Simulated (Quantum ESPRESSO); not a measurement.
Worked example: self-consistent single point of Mo2WS6 (P-6m2, 9 atoms in the cell) in Quantum ESPRESSO.

Computed with PBEsol, PseudoDojo standard norm-conserving (PBESOL) pseudopotentials (plane waves; Quantum ESPRESSO).

```
Mo2WS6
1.0
    3.18413     0.00000     0.00000
   -1.59207     2.75754     0.00000
    0.00000     0.00000    28.36235
Mo W S
2 1 6
Direct
  0.33333   0.66667   0.76912
  0.33333   0.66667   0.23088
  0.66667   0.33333   0.00000
  0.33333   0.66667   0.05501
  0.33333   0.66667   0.94499
  0.66667   0.33333   0.71444
  0.66667   0.33333   0.28556
  0.66667   0.33333   0.17617
  0.66667   0.33333   0.82383
```

Reference input (self-consistent single point, DFT, PBEsol, plane waves, PseudoDojo standard norm-conserving (PBESOL) pseudopotentials): ecutwfc = 80 Ry; occupations = smearing; smearing = gauss; degauss = 0.0036749 Ry; potentials = {Mo: Mo.upf, W: W.upf, S: S.upf}; K_POINTS = automatic 5 5 1 0 0 0; conv_thr = 1e-10 Ry. This run's input differs from it in these lines:

```diff
@@ -12,3 +12,3 @@
   ntyp = 3
-  ecutwfc = 80
+  ecutwfc = 48
   occupations = 'smearing'
```

Log, with long lists cut:

```
     Self-consistent Calculation

     iteration #  1     ecut=    48.00 Ry     beta= 0.70

     total energy              =    -564.91540913 Ry
     estimated scf accuracy    <       0.97396154 Ry

     iteration #  2     ecut=    48.00 Ry     beta= 0.70

     total energy              =    -562.16089465 Ry
     estimated scf accuracy    <      38.06514094 Ry

     iteration #  3     ecut=    48.00 Ry     beta= 0.70

     total energy              =    -561.55992557 Ry
     estimated scf accuracy    <     196.94246411 Ry

   [... 17 blocks of this kind left out ...]

     iteration # 21     ecut=    48.00 Ry     beta= 0.70

     total energy              =    -565.48682714 Ry
     estimated scf accuracy    <          3.7E-10 Ry

     iteration # 22     ecut=    48.00 Ry     beta= 0.70
     End of self-consistent calculation

     the Fermi energy is     5.8576 ev

!    total energy              =    -565.48682714 Ry
     estimated scf accuracy    <          5.5E-11 Ry
     smearing contrib. (-TS)   =      -0.00000000 Ry
     internal energy E=F+TS    =    -565.48682714 Ry

     convergence has been achieved in  22 iterations

     Forces acting on atoms (cartesian axes, Ry/au):

     atom    1 type  1   force =     0.00000000    0.00000000    0.00014471
     atom    2 type  1   force =     0.00000000    0.00000000   -0.00014471
     atom    3 type  2   force =     0.00000000    0.00000000    0.00000000
     atom    4 type  3   force =     0.00000000    0.00000000   -0.00419995
     atom    5 type  3   force =     0.00000000    0.00000000    0.00419995
   [... lines left out ...]

     Total force =     0.010978     Total SCF correction =     0.000027

          total   stress  (Ry/bohr**3)                   (kbar)     P=      -67.48
  -0.00049598  -0.00000000   0.00000000          -72.96       -0.00        0.00
  -0.00000000  -0.00049598   0.00000000           -0.00      -72.96        0.00
   0.00000000   0.00000000  -0.00038414            0.00        0.00      -56.51

   JOB DONE.
```

The run converged in 22 iterations. Against the reference run the free energy goes up by 158 meV/atom, the pressure goes from -2.05 to -6.75 GPa, the largest force moves little (0.131 to 0.129 eV/Å) and the gap on the mesh stays at 1.373 eV. The full log also holds: “c_bands:  2 eigenvalues not converged”.

The starting cell comes from a database of computed structures (which also holds hypothetical and non-ambient phases and stackings), without a prior relaxation at this level. Spin-orbit coupling is off. At the lowered cutoff the pressure carries the error of an incomplete plane-wave basis.

Cost on one core of a shared machine: roughly 90 s.
